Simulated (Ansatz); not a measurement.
Al on the 1x1 (111) surface of fcc Ag, one in a 2x2 cell, energies for each (29.8 Å²). Energies are against an atom of fcc Al, without zero-point or thermal terms; each row is named by its start.

Computed with PBE (plane waves to 420 eV, PAW; Ansatz, a first-principles code).

Slab: 17 atoms, 7.1 Å thick at the start under the adsorbate (thin: gaps and levels are the slab's own); k 6x6x1, smearing 0.1 eV, dipole-corrected; 8 atoms held, the rest relaxed; each run with such symmetry as its start has; no spin, no spin-orbit, no U, no dispersion correction.

A negative adsorption energy means that the adsorbate is more stable on the surface than in its reference. Starts that drift may end in the same place. Heights count from the host atoms within 0.3 Å of the top one.

```json
[
 {"starting site": "top Ag", "E_ads (eV)": "1.40", "height (Å)": "2.25", "nearest host atom (Å)": "Ag 2.45", "bonded to": "Ag", "Δ work function (eV)": "-0.50", "lateral drift (Å)": "0.0"},
 {"starting site": "hollow Ag-Ag-Ag over Ag at depth 2.4 Å", "E_ads (eV)": "0.97", "height (Å)": "1.89", "nearest host atom (Å)": "Ag 2.58", "bonded to": "3 Ag", "Δ work function (eV)": "-0.43", "lateral drift (Å)": "0.0"},
 {"starting site": "hollow Ag-Ag-Ag over Ag at depth 4.7 Å", "E_ads (eV)": "0.95", "height (Å)": "1.88", "nearest host atom (Å)": "Ag 2.58", "bonded to": "3 Ag", "Δ work function (eV)": "-0.42", "lateral drift (Å)": "0.0"},
 {"starting site": "bridge Ag-Ag (span 2.9 Å)", "E_ads (eV)": "0.95", "height (Å)": "1.88", "nearest host atom (Å)": "Ag 2.58", "bonded to": "3 Ag", "Δ work function (eV)": "-0.42", "lateral drift (Å)": "0.8"}
]
```
